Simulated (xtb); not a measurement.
xtb 6.7.1, GFN2-xTB: W(O)(NMe)(Cl)(Me) (C[N]=[W]([CH3])(=[O])[Cl]), 12 atoms. The geometry is a generated start, not checked to be a minimum at this level.

```yaml
method: GFN2-xTB
"--acc": 1 (default)
"--etemp (K)": 300 (default)
detailed input (--input): "none: ANC optimiser, Lindh (1995) Hessian, microcycle=20, maxdispl=1.0, hlow=0.01 (default)"
basis_functions: 42
valence_electrons: 38
```

```xyz
12

W      0.4779     0.9987     0.3693
O      2.1001     0.8648     0.8076
N      0.0231    -0.0073    -1.0310
C      0.1295    -0.8832    -2.1391
H      0.6758    -1.7930    -1.8580
H     -0.8576    -1.1698    -2.5186
H      0.6754    -0.3893    -2.9537
Cl    -0.3997     3.0167     0.2956
C     -0.5493    -0.0416     2.0140
H     -0.7503    -1.1140     1.8966
H     -1.5315     0.4533     2.1576
H      0.0066     0.0647     2.9597
```

Charge 0 and multiplicity 1 are set for this test and not shown to be the ground state.

The structure is relaxed from this start with --opt LEVEL for the levels crude, sloppy, loose, lax, normal, tight, vtight, extreme, once each. Up to the end of the extreme run atoms move by at most 0.96 Å along an axis.

What is the loosest level that ends within 5 meV of the extreme run, and how many cycles does it take?

tight: 57 cycles against 62, ending 0.013 meV above.

| level | cycles | energy above the extreme run (meV) | gradient norm (eV/Å) |
|---|---|---|---|
| crude | 1 | 11 | 0.11 |
| sloppy | 1 | 11 | 0.11 |
| loose | 1 | 11 | 0.11 |
| lax | 1 | 11 | 0.11 |
| normal | 5 | 10 | 0.030 |
| tight | 57 | 0.013 | 0.0096 |
| vtight | 60 | under 0.01 | 0.0054 |
| extreme | 62 | — | 0.0024 |
